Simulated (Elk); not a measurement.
Elk run on ZrTi2 (P1, 3 atoms in the cell): self-consistent single point.

Computed with LDA (PW92), all-electron FP-LAPW, Elk's shipped species files, default APW+lo basis in Elk.

The change in words: atoms moved at random. Reference geometry:
```
CELL_PARAMETERS angstrom
      4.72441     0.00000     0.00000
     -2.36220     4.09146     0.00000
      0.00000     0.00000     3.00345
ATOMIC_POSITIONS crystal
  Zr 0.00000 0.00000 0.00000
  Ti 0.66667 0.33333 0.50000
  Ti 0.33333 0.66667 0.50000
```

Reference input (self-consistent single point, DFT, LDA (PW92), all-electron FP-LAPW, Elk's shipped species files, default APW+lo basis): swidth = 0.00367493 Ha; ngridk = 8 8 11; maxscl = 100. This run's input differs from it in these lines:

```diff
@@ -18,7 +18,7 @@
   1
-  0.0000000000  0.0000000000  0.0000000000    0.0 0.0 0.0
+  -0.0052710000  -0.0077120000  -0.0082190000    0.0 0.0 0.0
   'Ti.in'
   2
-  0.6666666667  0.3333333333  0.5000000000    0.0 0.0 0.0
-  0.3333333333  0.6666666667  0.5000000000    0.0 0.0 0.0
+  0.6590190000  0.3286940000  0.4961670000    0.0 0.0 0.0
+  0.3462520000  0.6790180000  0.5120520000    0.0 0.0 0.0
```

Log, with long lists cut:

```
│ Self-consistent loop started │
│ Loop number : 1 │
 total energy                :     -5298.09381936
│ Loop number : 2 │
 total energy                :     -5298.18287179
RMS change in Kohn-Sham potential (target) :   0.7127314066E-01 (  0.1000000000E-05)
Absolute change in total energy (target)   :   0.8905243236E-01 (  0.1000000000E-03)
│ Loop number : 3 │
 total energy                :     -5298.43506026
RMS change in Kohn-Sham potential (target) :   0.6805956827E-01 (  0.1000000000E-05)
Absolute change in total energy (target)   :   0.2744515813     (  0.1000000000E-03)
│ Loop number : 4 │
   [... lines left out ...]
Absolute change in total energy (target)   :   0.1012052385E-02 (  0.1000000000E-03)
│ Loop number : 16 │
 total energy                :     -5299.31357468
RMS change in Kohn-Sham potential (target) :   0.3690693686E-06 (  0.1000000000E-05)
Absolute change in total energy (target)   :   0.1872027060E-03 (  0.1000000000E-03)
│ Loop number : 17 │
 total energy                :     -5299.31361030
RMS change in Kohn-Sham potential (target) :   0.2223540093E-06 (  0.1000000000E-05)
Absolute change in total energy (target)   :   0.1118530326E-04 (  0.1000000000E-03)
Convergence targets achieved

│ Loop number : 18 │

Energies :
 Fermi                       :     0.289882761858
 total energy                :     -5299.31362588

Density of states at Fermi energy :    93.15027695
 (states/Hartree/unit cell)

Estimated indirect band gap :   0.6154831737E-04
 from k-point    226 to k-point     19
Estimated direct band gap   :   0.2453279957E-02
 at k-point    581

Charges :
 core                        :    48.00000000
 valence                     :    36.00000000
 interstitial                :    5.271280337
 muffin-tins (core leakage)
  species :    1 (Zr)
   atom    1                 :    37.98504411     (  0.2893263726E-05)
  species :    2 (Ti)
   atom    1                 :    20.37047056     (  0.6059028834E-09)
   atom    2                 :    20.37320499     (  0.6136104957E-09)
 total in muffin-tins        :    78.72871966
 total calculated charge     :    84.01299049
 total charge                :    84.00000000
 error                       :   0.1299048583E-01

│ Self-consistent loop stopped │
```

The run converged in 18 iterations. The count includes the last loop, which Elk runs after its targets are met. Against the reference run the free energy goes up by 5.3 meV/atom.

The starting cell comes from a database of computed structures (which also holds hypothetical and non-ambient phases and stackings), without a prior relaxation at this level. For this run, on top of that: atoms moved at random. Spin polarisation is off. Values depend on the basis (sphere radii, cutoffs, local orbitals), which need not be converged. The log's line on a gap gives a spacing of levels on this mesh, which the program prints for metals too.

Cost on one core of a shared machine: roughly 5 min.
